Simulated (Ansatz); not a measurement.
The reference is Rh in the fcc (Cu type) structure (space group Fm-3m, No. 225; a = 3.802 Å; relaxed with 0.1 eV smearing).

Computed with Kohn–Sham DFT with the r2SCAN functional, run in Ansatz (a program for electronic structure) with PAW and 500 eV plane waves, no spin-orbit coupling.

For the base:

| Property | Result |
|---|---|
| Pressure | 0.0 GPa |

The change: every lattice vector is shortened by 0.50 %, atoms relaxed at fixed cell.

What happens to the energy relative to the base and pressure?

The energy goes up by 2.8 meV/atom; the pressure goes from zero to 4.4 GPa.

The cells carry an imposed strain or load. No phonon test of stability was made. The final runs are not spin-polarised.
